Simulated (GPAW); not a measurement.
Worked example: self-consistent single point of AlRu (Pm-3m, 2 atoms in the cell) in GPAW.

Computed with PBE, GPAW PAW datasets PBE (gpaw-data 1.0.1) (plane waves; GPAW 25.7.0).

The change in words: lattice scaled by 0.98. Reference geometry:
```
CELL_PARAMETERS angstrom
      2.98250     0.00000     0.00000
      0.00000     2.98250     0.00000
      0.00000     0.00000     2.98250
ATOMIC_POSITIONS crystal
  Al 0.00000 0.00000 0.00000
  Ru 0.50000 0.50000 0.50000
```

Reference input (self-consistent single point, DFT PBE, plane waves, GPAW PAW datasets PBE (gpaw-data 1.0.1)): mode = pw; ecut = 600 eV; xc = PBE; kpts = 11 11 11; mesh shift (steps) = 0 0 0; occupations.name = methfessel-paxton; occupations.width = 0.05 eV; occupations.order = 0; nbands = -8; convergence.density = 1e-05 e/electron; symmetry.symmorphic = false; symmetry.tolerance = 0.0005. This run's input differs from it in these lines:

```diff
@@ -5,5 +5,5 @@
 atoms = Atoms(['Al', 'Ru'],
-              cell=[[2.982500, 0.000000, 0.000000],
-                    [0.000000, 2.982500, 0.000000],
-                    [0.000000, 0.000000, 2.982500]],
+              cell=[[2.922850, 0.000000, 0.000000],
+                    [0.000000, 2.922850, 0.000000],
+                    [0.000000, 0.000000, 2.922850]],
               scaled_positions=[[0.000000, 0.000000, 0.000000],
```

The program printed (abridged):

```
     iter     time        total  log10-change:
                         energy   eigst   dens
iter:   1 --:--:--   -15.102457
iter:   2 --:--:--   -14.895554   -1.35  -1.21
iter:   3 --:--:--   -14.619351   -1.01  -1.24
iter:   4 --:--:--   -14.339995   -1.59  -1.53
iter:   5 --:--:--   -14.357285   -2.02  -1.51
iter:   6 --:--:--   -14.318413   -3.40  -1.93
iter:   7 --:--:--   -14.317012   -2.42  -2.18
iter:   8 --:--:--   -14.300879   -3.03  -2.19
iter:   9 --:--:--   -14.300627   -5.48  -3.02
iter:  10 --:--:--   -14.300603c  -6.45  -3.35
iter:  11 --:--:--   -14.300594c  -6.03  -3.49
iter:  12 --:--:--   -14.300602c  -6.52  -3.88
iter:  13 --:--:--   -14.300592c  -6.21  -3.73
iter:  14 --:--:--   -14.300593c  -7.47c -4.36
iter:  15 --:--:--   -14.300593c  -9.22c -4.73
iter:  16 --:--:--   -14.300592c  -8.89c -4.76
iter:  17 --:--:--   -14.300593c  -9.00c -5.15c
Converged after 17 iterations.

Dipole moment: (-0.000000, -0.000000, -0.000000) |e|*Ang

Energy contributions relative to reference atoms: (reference = -129848.548248)

Kinetic:        +16.115810
Potential:      -14.043647
External:        +0.000000
XC:             -16.135909
Entropy (-ST):   -0.002626
Local:           -0.235534
SIC:             +0.000000
--------------------------
Free energy:    -14.301906
Extrapolated:   -14.300593

Showing only first 2 kpts
 Kpt  Band  Eigenvalues  Occupancy
  0     7     11.70002    0.00000
  0     8     11.70002    0.00000
  0     9     11.70002    0.00000
  0    10     17.94506    0.00000

  1     7     11.48568    1.20177
  1     8     11.48568    1.20177
  1     9     11.72213    0.00000
  1    10     17.18542    0.00000

Fermi level: 11.49472

No gap
No difference between direct/indirect transitions
Energy (eV): -14.300593

Forces in eV/Ang:
  0 Al    0.00000    0.00000    0.00000
  1 Ru   -0.00000   -0.00000    0.00000

Stress tensor:
    -0.130174     0.000000     0.000000
     0.000000    -0.130174     0.000000
     0.000000     0.000000    -0.130174
Stress (GPa, Voigt): [-20.8561 -20.8561 -20.8561   0.       0.       0.    ]
```

The run converged in 17 iterations. GPAW prints stress with tension positive. Against the reference run the free energy rises by 62.4 meV/atom and the pressure goes from 5.28 to 20.86 GPa.

The starting cell comes from a database of computed structures (which also holds hypothetical and non-ambient phases and stackings), without a prior relaxation at this level. For this run, on top of that: lattice scaled by 0.98. Spin polarisation is off. With a pressure of about 21 GPa the cell is away from its equilibrium volume at this level.

Cost on one core of a shared machine: roughly 30 s.
